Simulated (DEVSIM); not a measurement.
Structure: Schottky contact on n-type Si, at 400 K.

```tsv
layer (left to right)	material	thickness (μm)	Nd (cm⁻³)	τn (s)	τp (s)
1	Si	13.0	1.9e16	3.3e-5	3.3e-5
```

Left contact: Schottky, work function 4.87 eV, emission velocity 2.1e6 cm/s. Right contact: ohmic. Voltage is applied to the left contact. Recombination: SRH at mid-gap, radiative. Mobility is μmin + (μ − μmin)/(1 + (N/Nref)^α).

The device is made up for the run: typed textbook-type constants, with dimensions and the other settings drawn at random. Values at 300 K; Nc and Nv go as T^1.5, mobilities as T to minus their exponent, the gap by Varshni's rule with the affinity fixed.

```csv
parameter,Si
gap (eV),1.124
affinity (eV),4.05
permittivity,11.7
Nc (cm⁻³),2.86e19
Nv (cm⁻³),3.1e19
μn (cm²/Vs),1417
μp (cm²/Vs),470
"μn,min",52
"μp,min",45
"Nref,n",9.7e16
"Nref,p",2.2e17
αn,0.68
αp,0.72
T exponent of μn,2.3
T exponent of μp,2.2
B (cm³/s),4.7e-15
Varshni α (eV/K),0.000473
Varshni β (K),636
```

Simulated with DEVSIM: 1D drift-diffusion, Boltzmann statistics, complete ionisation; no tunnelling, impact ionisation, image-force lowering or self-heating. Metal contacts follow the ideal Schottky-Mott rule: no Fermi-level pinning, no interface dipoles.

### Question
Tabulate band edges, carrier densities and field at -2.0 V on the left contact.

### Answer
Energies count from the Fermi level of the right contact; mesh points crowd at the junctions.

| x (μm) | Ec (eV) | Ev (eV) | n (cm⁻³) | p (cm⁻³) | field (V/cm) |
|---|---|---|---|---|---|
| 0.000 | 2.820 | 1.724 | 6.1e7 | 1.6e16 | -120000 |
| 0.01516 | 2.639 | 1.542 | 6.4e7 | 8.2e13 | -120000 |
| 0.03985 | 2.358 | 1.262 | 6.8e7 | 2.4e10 | -110000 |
| 0.08007 | 1.940 | 0.843 | 7.7e7 | 680000 | -98000 |
| 0.1756 | 1.137 | 0.040 | 1.1e8 | 720000 | -70000 |
| 0.3012 | 0.488 | -0.608 | 3.1e13 | 1300000 | -33000 |
| 0.5058 | 0.269 | -0.828 | 1.8e16 | 1.3e7 | -480 |
| 0.9917 | 0.267 | -0.829 | 1.9e16 | 7.8e7 | ≈ 0 |
| 1.631 | 0.267 | -0.829 | 1.9e16 | 1.6e8 | ≈ 0 |
| 2.672 | 0.267 | -0.829 | 1.9e16 | 3.0e8 | ≈ 0 |
| 4.367 | 0.267 | -0.829 | 1.9e16 | 5.3e8 | ≈ 0 |
| 7.913 | 0.267 | -0.829 | 1.9e16 | 1.0e9 | ≈ 0 |
| 9.886 | 0.267 | -0.829 | 1.9e16 | 1.3e9 | ≈ 0 |
| 11.10 | 0.267 | -0.829 | 1.9e16 | 1.4e9 | ≈ 0 |
| 12.02 | 0.267 | -0.829 | 1.9e16 | 1.6e9 | ≈ 0 |
| 12.41 | 0.267 | -0.829 | 1.9e16 | 1.6e9 | ≈ 0 |
| 12.64 | 0.267 | -0.829 | 1.9e16 | 1.6e9 | ≈ 0 |
| 12.79 | 0.267 | -0.829 | 1.9e16 | 1.7e9 | ≈ 0 |
| 12.90 | 0.267 | -0.829 | 1.9e16 | 1.7e9 | ≈ 0 |
| 12.95 | 0.267 | -0.829 | 1.9e16 | 1.7e9 | ≈ 0 |
| 12.98 | 0.267 | -0.829 | 1.9e16 | 1.7e9 | ≈ 0 |
| 13.00 | 0.267 | -0.829 | 1.9e16 | 1.7e9 | ≈ 0 |
